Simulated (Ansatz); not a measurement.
The starting structures come from a database of crystals and need not be the phases stable at ambient conditions.

 Where the default PAW files enter, the runs use the earlier of Ansatz's two default sets.

By PBEsol, the system below comes out a metal.

A figure of merit of an interconnect metal is its ballistic conductance per area.

Input:

```
Mo3Si2
1.0
    3.23082     0.00000     0.00000
    0.00000     6.50054     0.00000
    0.00000     0.00000     6.63320
Si Mo
4 6
Direct
  0.00000   0.63424   0.13424
  0.00000   0.36576   0.86576
  0.00000   0.13424   0.36576
  0.00000   0.86576   0.63424
  0.00000   0.50000   0.50000
  0.00000   0.00000   0.00000
  0.50000   0.16126   0.66126
  0.50000   0.83874   0.33874
  0.50000   0.66126   0.83874
  0.50000   0.33874   0.16126
```

Space group of this cell: Pbam. The cell is strained (lengths across the current scaled by 0.98, ions clamped); by PBEsol its mean pressure is 2.6 GPa.

The current flows along the normal of the first two printed cell vectors. No spin-orbit coupling; the value is a mean over 0.1 eV about the Fermi level.

### Question
Compute, with Ansatz (an electronic-structure program) with PBEsol, the ballistic conductance per area.

### Answer
0.64 × 10¹⁵ S/m² for both spins.
